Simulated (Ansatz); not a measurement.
The parent structure is Ru in the hcp (Mg type) structure (space group P6_3/mmc, No. 194; a = 2.6920 Å, c = 4.2460 Å).

The values are results of PBEsol (Ansatz, an electronic-structure program), scalar-relativistic without spin-orbit coupling, earlier PAW set, not measurements.

For the base:

The c/a ratio comes out as 1.577 and the volume per atom is 13.32 Å³.

Now apply this change: a hydrostatic pressure of 15 GPa.

### Question
How does this affect the c/a ratio?

### Answer
The c/a ratio goes up by 0.003 (1.577 → 1.580).

### Question
Predict the new volume per atom.

### Answer
The volume per atom shrinks by 0.51 Å³, from 13.32 Å³ to 12.81 Å³.

Load acts through the strain it causes; cell and atoms are relaxed under it. Whether these cells are dynamically stable was not tested. Competing high-pressure phases were not computed. All final runs are without spin polarisation.
